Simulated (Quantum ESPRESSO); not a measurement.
Band structure of Mg2CoN2 (C2/m, 10 atoms in the cell).

```
CELL_PARAMETERS angstrom
      5.03238    -2.14035     0.00000
      5.03238     2.14035     0.00000
     -3.04101     0.00000     5.46579
ATOMIC_POSITIONS crystal
  Mg 0.32105 0.32105 0.41009
  Mg 0.67895 0.67895 0.58991
  Mg 0.96919 0.96919 0.25256
  Mg 0.03081 0.03081 0.74744
  Co 0.62678 0.62678 0.11923
  Co 0.37322 0.37322 0.88077
  N  0.81877 0.81877 0.39448
  N  0.18123 0.18123 0.60552
  N  0.52503 0.52503 0.78714
  N  0.47497 0.47497 0.21286
```
Moments meant for the start (each program seeds them in its own way; μB, in the order of the atoms Mg Mg Mg Mg Co Co N N N N): 0.0 0.0 0.0 0.0 3.0 3.0 0.0 0.0 0.0 0.0.

Computed with LDA (PZ), GBRV 1.5 ultrasoft (LDA) pseudopotentials (plane waves; Quantum ESPRESSO 7.5).

Settings: ecutwfc = 50 Ry; ecutrho = 400 Ry; occupations = smearing; smearing = mp; degauss = 0.0147 Ry; nspin = 2; potentials = {Mg: mg_lda_v1.4.uspp.F.UPF, Co: co_lda_v1.2.uspp.F.UPF, N: n_lda_v1.2.uspp.F.UPF}; K_POINTS = automatic 3 3 3 0 0 0; conv_thr = 1e-10 Ry; mixing_beta = 0.4.

The starting cell comes from a database of computed structures (which also holds hypothetical and non-ambient phases and stackings), without a prior relaxation at this level. The moments shrank to a small part of their start, a low-spin state that need not be the lowest.

Levels in eV from the Fermi level, bands 45 to 52 of the first spin channel:
```tsv
point	45	46	47	48	49	50	51	52
X	-0.99	-0.83	-0.24	0.02	0.40	0.92	2.92	3.40
Γ	-1.56	-0.84	-0.43	-0.42	0.75	1.43	1.44	3.60
```

Bands cross the Fermi level along this path, so the cell is metallic at this level.

The net moment of the cell came out as 1.99 μB.
